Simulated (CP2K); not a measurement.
**A self-consistent single point of BaAlGe (P-6m2, 3 atoms in the cell) with CP2K**

Method: LDA (Pade form), GPW, DZVP-MOLOPT-SR-GTH basis, GTH-PADE potentials (GTH_POTENTIALS) (CP2K).

Input:

```
&GLOBAL
  PROJECT run
  RUN_TYPE ENERGY_FORCE
  PRINT_LEVEL MEDIUM
&END GLOBAL
&FORCE_EVAL
  METHOD Quickstep
  STRESS_TENSOR ANALYTICAL
  &DFT
    BASIS_SET_FILE_NAME BASIS_MOLOPT
    POTENTIAL_FILE_NAME GTH_POTENTIALS
    &QS
      METHOD GPW
      EPS_DEFAULT 1E-11
    &END QS
    &MGRID
      CUTOFF 500
      REL_CUTOFF 50
      NGRIDS 5
    &END MGRID
    &SCF
      SCF_GUESS ATOMIC
      EPS_SCF 1E-6
      MAX_SCF 100
      ADDED_MOS 4
      &DIAGONALIZATION
        ALGORITHM STANDARD
      &END DIAGONALIZATION
      &MIXING
        METHOD BROYDEN_MIXING
        ALPHA 0.2
        NBUFFER 10
      &END MIXING
      &SMEAR ON
        METHOD FERMI_DIRAC
        ELECTRONIC_TEMPERATURE [K] 1160.45
      &END SMEAR
    &END SCF
    &KPOINTS
      SCHEME MONKHORST-PACK 10 10 8
      GAMMA_CENTERED T
    &END KPOINTS
    &XC
      &XC_FUNCTIONAL PADE
      &END XC_FUNCTIONAL
    &END XC
    &PRINT
      &MO
        EIGENVALUES T
        OCCUPATION_NUMBERS T
        NDIGITS 8
        FILENAME mo
        &EACH
          QS_SCF 0
        &END EACH
        ADD_LAST NUMERIC
      &END MO
      &MULLIKEN ON
      &END MULLIKEN
    &END PRINT
  &END DFT
  &SUBSYS
    &CELL
      ABC 4.35262000 4.35261957 5.22777000
      ALPHA_BETA_GAMMA 90.00000000 90.00000000 120.00000324
      PERIODIC XYZ
    &END CELL
    &COORD
      Ba       0.00000000     0.00000000     0.00000000
      Al       2.17631218     1.25649174     2.61388500
      Ge      -0.00000218     2.51298726     2.61388500
    &END COORD
    &KIND Ba
      BASIS_SET DZVP-MOLOPT-SR-GTH-q10
      POTENTIAL GTH-PADE-q10
    &END KIND
    &KIND Al
      BASIS_SET DZVP-MOLOPT-SR-GTH-q3
      POTENTIAL GTH-PADE-q3
    &END KIND
    &KIND Ge
      BASIS_SET DZVP-MOLOPT-SR-GTH-q4
      POTENTIAL GTH-PADE-q4
    &END KIND
  &END SUBSYS
  &PRINT
    &FORCES ON
    &END FORCES
    &STRESS_TENSOR ON
    &END STRESS_TENSOR
  &END PRINT
&END FORCE_EVAL
```

Output, abridged:

```
 GLOBAL| Method name                                                        CP2K
 GLOBAL| Project name                                                        run
 GLOBAL| Run type                                                   ENERGY_FORCE

 CELL| Volume [angstrom^3]:                                            85.772596
 CELL| Vector a [angstrom]:       4.353     0.000     0.000   |a| =     4.352620
 CELL| Vector b [angstrom]:      -2.176     3.769     0.000   |b| =     4.352620
 CELL| Vector c [angstrom]:       0.000     0.000     5.228   |c| =     5.227770
 CELL| Angle (b,c), alpha [degree]:                                    90.000000
 CELL| Angle (a,c), beta  [degree]:                                    90.000000
 CELL| Angle (a,b), gamma [degree]:                                   120.000003
 CELL| Numerically orthorhombic:                                              NO
 CELL| Periodicity                                                           XYZ

 DFT| Spin restricted Kohn-Sham (RKS) calculation                            RKS
 DFT| Multiplicity                                                             2
 DFT| Number of spin states                                                    1
 DFT| Charge                                                                   0
 DFT| XC density smoothing                                                  NONE
 DFT| XC derivatives                                                          PW

 QS| Method:                                                                 GPW
 QS| Density plane wave grid type                        NON-SPHERICAL FULLSPACE
 QS| Number of grid levels:                                                    5
 QS| Density cutoff [a.u.]:                                                250.0
 QS| Multi grid cutoff [a.u.]: 1) grid level                               250.0
   [... lines left out ...]
 BRILLOUIN| Wavefunction type                                            COMPLEX
 BRILLOUIN| List of Kpoints [2 Pi/Bohr]                                      404
 BRILLOUIN| Number           Weight            X              Y              Z
 BRILLOUIN|     1           0.00250       -0.40000       -0.40000       -0.37500
 BRILLOUIN|     2           0.00250       -0.40000       -0.40000       -0.25000
 BRILLOUIN|     3           0.00250       -0.40000       -0.40000       -0.12500
   [... 401 lines left out ...]
 *******************************************************************************

 Extrapolation method: initial_guess

 Re-scaling the density matrix to get the right number of electrons
                  # Electrons              Trace(P)               Scaling factor
                           17                17.000                        1.000

 Number of electrons:                                                         17
 Number of occupied orbitals:                                                  9
 Number of molecular orbitals:                                                13

 Number of orbital functions:                                                 40
 Number of independent orbital functions:                                     40
 SCF WAVEFUNCTION OPTIMIZATION

  Step     Update method      Time    Convergence         Total energy    Change
     1 NoMix/Diag. 0.20E+00      -     1.65601432       -32.0150164588 -3.20E+01
     2 Broy./Diag. 0.20E+00      -     0.02333730       -31.7931219985  2.22E-01
     3 Broy./Diag. 0.20E+00      -     0.05486858       -31.7210740034  7.20E-02
     4 Broy./Diag. 0.20E+00      -     0.01127154       -31.7039213961  1.72E-02
     5 Broy./Diag. 0.20E+00      -     0.00258373       -31.6967390810  7.18E-03
     6 Broy./Diag. 0.20E+00      -     0.00073744       -31.6957772307  9.62E-04
     7 Broy./Diag. 0.20E+00      -     0.00022588       -31.6949862398  7.91E-04
     8 Broy./Diag. 0.20E+00      -     0.00014959       -31.6949289827  5.73E-05
     9 Broy./Diag. 0.20E+00      -     0.00001268       -31.6950276663 -9.87E-05
    10 Broy./Diag. 0.20E+00      -     0.00000921       -31.6950867804 -5.91E-05
    11 Broy./Diag. 0.20E+00      -     0.00000021       -31.6951001969 -1.34E-05
  *** SCF run converged in    11 steps ***

  Electronic density on regular grids:        -17.0000000000       -0.0000000000
  Core density on regular grids:               16.9999999996       -0.0000000004
  Total charge density on r-space grids:       -0.0000000004
  Total charge density g-space grids:          -0.0000000004

  Overlap energy of the core charge distribution:               0.00000000010763
  Self energy of the core charge distribution:                -66.24003629060695
  Core Hamiltonian energy:                                     13.19737877128401
  Hartree energy:                                              26.98114122103872
  Exchange-correlation energy:                                 -5.63179451471015
  Electronic entropic energy:                                  -0.00178938394893
  Fermi energy:                                                 0.21647834288922

  Total energy:                                               -31.69510019691576
  Total energy (extrapolated to T->0):                        -31.69420550494129

                     Mulliken Population Analysis

 #  Atom  Element  Kind  Atomic population                           Net charge
       1     Ba       1          9.486763                              0.513237
       2     Al       2          3.018676                             -0.018676
       3     Ge       3          4.494560                             -0.494560
 # Total charge                             17.000000                 -0.000000

 ENERGY| Total FORCE_EVAL ( QS ) energy [hartree]            -31.695097792477760

 FORCES| Atomic forces [hartree/bohr]
 FORCES|   Atom     x               y               z               |f|
 FORCES|      1  8.53131956E-09  7.29423789E-09 -2.57538246E-14   1.12244964E-08
 FORCES|      2 -6.38545466E-07  3.73024346E-07  1.70452689E-15   7.39518407E-07
 FORCES|      3  6.29875275E-07 -3.80238355E-07  1.71346280E-15   7.35747286E-07
 FORCES| Sum    -1.38871335E-10  8.02282229E-11 -2.23358349E-14
 FORCES| Total atomic force                                       1.60380223E-10

 STRESS| Analytical stress tensor [bar]
 STRESS|                        x                   y                   z
 STRESS|      x       -2.46842101261E+04   3.63138302513E-01  -9.69663956020E-10
 STRESS|      y        3.63138302513E-01  -2.46836341323E+04  -2.66987772941E-09
 STRESS|      z       -9.69663956020E-10  -2.66987772941E-09  -3.17796244897E+04
 STRESS| 1/3 Trace                                            -2.70491562494E+04
```

The run converged in 11 iterations.

The starting cell comes from a database of computed structures (which also holds hypothetical and non-ambient phases and stackings), without a prior relaxation at this level. Values carry the incompleteness of an atom-centred basis.

Cost on one core of a shared machine: roughly 70 s.
